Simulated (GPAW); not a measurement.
# GPAW run on RbMg6Cu (Amm2, 8 atoms in the cell): self-consistent single point

Method: PBEsol, GPAW PAW datasets PBEsol (made by gpaw-setup) (plane waves; GPAW).

This input was run:

```python
from ase import Atoms
from ase.units import GPa
from gpaw import GPAW

atoms = Atoms(['Rb', 'Mg', 'Mg', 'Mg', 'Mg', 'Mg', 'Mg', 'Cu'],
              cell=[[5.262950, 0.000000, 0.000000],
                    [0.000000, 3.262900, 5.870265],
                    [0.000000, -3.262900, 5.870265]],
              scaled_positions=[[0.500000, 0.667410, 0.667410],
                                [0.500000, 0.672440, 0.163240],
                                [0.500000, 0.163240, 0.672440],
                                [0.000000, 0.856200, 0.307140],
                                [0.000000, 0.307140, 0.856200],
                                [0.000000, 0.326460, 0.326460],
                                [0.000000, 0.846160, 0.846160],
                                [0.500000, 0.160940, 0.160940]],
              pbc=True)

calc = GPAW(mode={'name': 'pw', 'ecut': 850},
            xc='PBEsol',
            kpts={'size': (4, 3, 3), 'gamma': True},
            occupations={'name': 'fermi-dirac', 'width': 0.1},
            nbands=-16,
            symmetry={'symmorphic': False, 'tolerance': 0.0005},
            maxiter=100)

atoms.calc = calc

energy = atoms.get_potential_energy()
print('Energy (eV):', round(energy, 6))
forces = atoms.get_forces()
print('Forces (eV/Ang):')
print(forces.round(5))
stress = atoms.get_stress()
print('Stress (GPa, Voigt):', (stress / GPa).round(4))
```

Log, with long lists cut:

```
Input parameters:
  kpts: {gamma: True,
         size: (4, 3, 3)}
  maxiter: 100
  mode: {ecut: 850,
         name: pw}
  nbands: -16
  occupations: {name: fermi-dirac,
                width: 0.1}
  symmetry: {symmorphic: False,
             tolerance: 0.0005}
  xc: PBEsol

species:
  Rb:
    name: Rubidium
    Z: 37.0
    valence: 9
    core: 28
    charge: 0.0
    file: Rb.PBEsol.gz

    # Using partial waves for Rb as LCAO basis

  Mg:
    name: Magnesium
    Z: 12.0
    valence: 10
    core: 2
    charge: 0.0
    file: Mg.PBEsol.gz

    # Using partial waves for Mg as LCAO basis

  Cu:
    name: Copper
    Z: 29.0
    valence: 11
    core: 18
    charge: 0.0
    file: Cu.PBEsol.gz

    # Using partial waves for Cu as LCAO basis

Reference energy: -158663.524198  # eV

Spin-paired calculation

Convergence criteria:
 Maximum [total energy] change in last 3 cyles: 0.0005 eV / valence electron
 Maximum integral of absolute [dens]ity change: 0.0001 electrons / valence electron
 Maximum integral of absolute [eigenst]ate change: 4e-08 eV^2 / valence electron
 Maximum number of scf [iter]ations: 100

Symmetries present (total): 4
Symmetries with fractional translations: 0
36 k-points: 4 x 3 x 3 Monkhorst-Pack grid + [1/8,0.000000,0.000000]
12 k-points in the irreducible part of the Brillouin zone
       k-points in crystal coordinates                weights
   0:     0.00000000    0.00000000    0.00000000          1/36
   1:     0.00000000    0.33333333   -0.33333333          2/36
   2:     0.00000000    0.33333333    0.00000000          4/36
   [... 7 lines left out ...]
          ...
  11:     0.50000000    0.33333333    0.33333333          2/36

Wave functions: Plane wave expansion
  Cutoff energy: 850.000 eV
  Number of coefficients (min, max): 11312, 11376
  Pulay-stress correction: 0.000000 eV/Ang^3 (de/decut=0.000000)

Occupation numbers: Fermi-Dirac:
  width: 0.1000  # eV

Eigensolver

Densities:
  Coarse grid: 36*48*48 grid
  Fine grid: 72*96*96 grid
  Total Charge: 0.000000

Density mixing:
  Method: separate
  Backend: pulay
  Linear mixing parameter: 0.05
  old densities: 5
  Damping of long wavelength oscillations: 50

Hamiltonian:
  XC and Coulomb potentials evaluated on a 72*96*96 grid
  External potential:
    NoExternalPotential

XC parameters: PBEsol with 2 nearest neighbor stencil

Number of atoms: 8
Number of atomic orbitals: 62
Number of bands in calculation: 56
Number of valence electrons: 80
Bands to converge: occupied

Density initialized from atomic densities
  56 bands from LCAO basis set

Atomic positions and initial magnetic moments

Positions:
   0 Rb     2.631475   -0.000000    7.835747    ( 0.0000,  0.0000,  0.0000)
   1 Mg     2.631475    1.661469    4.905663    ( 0.0000,  0.0000,  0.0000)
   2 Mg     2.631475   -1.661469    4.905663    ( 0.0000,  0.0000,  0.0000)
   3 Mg     0.000000    1.791528    6.829114    ( 0.0000,  0.0000,  0.0000)
   4 Mg     0.000000   -1.791528    6.829114    ( 0.0000,  0.0000,  0.0000)
   5 Mg     0.000000    0.000000    3.832813    ( 0.0000,  0.0000,  0.0000)
   6 Mg     0.000000   -0.000000    9.934367    ( 0.0000,  0.0000,  0.0000)
   7 Cu     2.631475   -0.000000    1.889521    ( 0.0000,  0.0000,  0.0000)

Unit cell:
           periodic     x           y           z      points  spacing
  1. axis:    yes    5.262950    0.000000    0.000000    36     0.1462
  2. axis:    yes    0.000000    3.262900    5.870265    48     0.1188
  3. axis:    yes    0.000000   -3.262900    5.870265    48     0.1188

  Lengths:   5.262950   6.716139   6.716139
  Angles:   58.133694  90.000000  90.000000

Effective grid spacing dv^(1/3) = 0.1345

     iter     time        total  log10-change:
                         energy   eigst   dens
iter:   1 --:--:--   -14.738616
iter:   2 --:--:--   -14.178017   -0.51  -1.44
iter:   3 --:--:--   -13.955915   -1.26  -1.52
iter:   4 --:--:--   -14.169064   -1.40  -1.61
iter:   5 --:--:--   -13.890857   -2.09  -1.94
iter:   6 --:--:--   -14.155671   -1.58  -2.08
iter:   7 --:--:--   -13.834326   -2.51  -2.08
iter:   8 --:--:--   -13.808749   -2.64  -2.46
iter:   9 --:--:--   -13.811755c  -3.76  -2.77
iter:  10 --:--:--   -13.812795c  -4.25  -2.77
iter:  11 --:--:--   -13.807101c  -4.21  -3.01
iter:  12 --:--:--   -13.805945c  -4.51  -3.34
iter:  13 --:--:--   -13.805955c  -4.85  -3.51
iter:  14 --:--:--   -13.805858c  -5.78  -3.78
iter:  15 --:--:--   -13.805839c  -6.59  -3.81
iter:  16 --:--:--   -13.805822c  -6.19  -3.83
iter:  17 --:--:--   -13.805829c  -6.39  -4.14c
iter:  18 --:--:--   -13.805836c  -7.21  -4.22c
iter:  19 --:--:--   -13.805834c  -8.02c -4.40c

Converged after 19 iterations.

Dipole moment: (0.000000, 0.000000, 2.388009) |e|*Ang

Energy contributions relative to reference atoms: (reference = -158663.524198)

Kinetic:        -23.695024
Potential:      +29.180080
External:        +0.000000
XC:             -18.998180
Entropy (-ST):   -0.119649
Local:           -0.232885
SIC:             +0.000000
--------------------------
Free energy:    -13.865658
Extrapolated:   -13.805834

Showing only first 2 kpts
 Kpt  Band  Eigenvalues  Occupancy
  0    38      2.53400    1.99994
  0    39      2.66332    1.99977
  0    40      2.81116    1.99899
  0    41      3.63524    0.68510

  1    38      3.31652    1.85314
  1    39      3.39917    1.69333
  1    40      3.60083    0.84727
  1    41      4.17009    0.00494

Fermi level: 3.57004

No gap
No difference between direct/indirect transitions
Energy (eV): -13.805834

Forces in eV/Ang:
  0 Rb    0.00000    0.00000    0.00650
  1 Mg    0.00000    0.01634    0.05207
  2 Mg    0.00000   -0.01634    0.05207
  3 Mg    0.00000   -0.04924    0.05593
  4 Mg    0.00000    0.04924    0.05593
  5 Mg    0.00000    0.00000   -0.05132
  6 Mg    0.00000    0.00000   -0.04716
  7 Cu    0.00000    0.00000   -0.12500

Stress tensor:
     0.000507     0.000000     0.000000
     0.000000     0.010037     0.000000
     0.000000     0.000000     0.006867
Stress (GPa, Voigt): [0.0812 1.608  1.1001 0.     0.     0.    ]
```

The run converged in 19 iterations. GPAW prints stress with tension positive.

The starting cell comes from a database of computed structures (which also holds hypothetical and non-ambient phases and stackings), without a prior relaxation at this level. Spin polarisation is off.

Cost on one core of a shared machine: roughly 90 s.
